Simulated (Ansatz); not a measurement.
Structures of equal composition on the (111)A surface of zinc-blende GaAs (Ga plane on top): 2x2 As adatom at H3; 2x2 As adatom at T1; 2x2 As adatom at T4. The slabs share one bottom face, and each structure is named by its start. These are constructed structures in small cells; real faces may alloy, dewet or reconstruct in larger ones, and not all known structures of the face are among them. Slabs of about 14 Å with all that they carry, Fermi-Dirac smearing of 0.025 eV. Bottom of the slabs: H caps. Relaxed from the named starts with such symmetry as they have, on meshes of like density; energies extrapolated to zero smearing; no spin-orbit coupling, no U. Spin-polarised runs, if any, are marked in brackets, and their order is one that fits the cell; the others ran without spin. Where a second, spin-polarised start was run, the lower counts.

Host crystal: zinc-blende GaAs, with a band gap (PBE, scalar-relativistic without spin-orbit coupling).

Calculation: r2SCAN, at the PBE geometry (plane waves to 500 eV, PAW; Ansatz, a quantum-chemistry and plane-wave program).

Rank these by energy per 1x1 cell (lowest first), as r2SCAN, at the PBE geometry gives it.

2x2 As adatom at H3 (0.000 eV, gap 0.49 eV on the mesh), 2x2 As adatom at T4 (0.052 eV (1 As–As bonds broke), gap 0.54 eV on the mesh), 2x2 As adatom at T1 (0.608 eV, no gap over 0.04 eV on the mesh)
